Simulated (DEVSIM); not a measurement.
System: Au/Al2O3/n-Ge capacitor, at 300 K.

Layer 1 from the left is Al2O3, thickness (nm) 7.50. Layer 2 from the left is Ge, thickness (nm) 13000, Nd (cm⁻³) 2.1e15.

Metal gate on the left, work function 5.1 eV. Fixed charge at the semiconductor interface 0 cm⁻² (in units of +e); no interface traps.

Constants are typed, rounded textbook-type inputs, not results; the design itself was drawn at random and stands for no fabricated device. Values at 300 K.

Al2O3: gap (eV) 6.8, affinity (eV) 1.35, permittivity 9. Ge: gap (eV) 0.664, affinity (eV) 4, permittivity 16, Nc (cm⁻³) 1.04e19, Nv (cm⁻³) 6e18.

Estimate by hand the flat-band voltage, the threshold voltage, and compare with a numerical solution.


- Flat-band voltage: C = 1.06 μF/cm², work-function difference 0.880 V; VFB = φms − qNf/C = 0.88 V; numerical 0.88 V.
- Threshold voltage: φF = 0.119 V, depletion charge √(4εqNφF) = 1.51e-8 C/cm²; VT = VFB − 2φF − Qd/C = 0.63 V; numerical 0.63 V.

Model (solved in DEVSIM): 1D Poisson equation in equilibrium, Boltzmann statistics, complete ionisation; no quantum confinement or tunnelling. Metal contacts follow the ideal Schottky-Mott rule: no Fermi-level pinning, no interface dipoles.
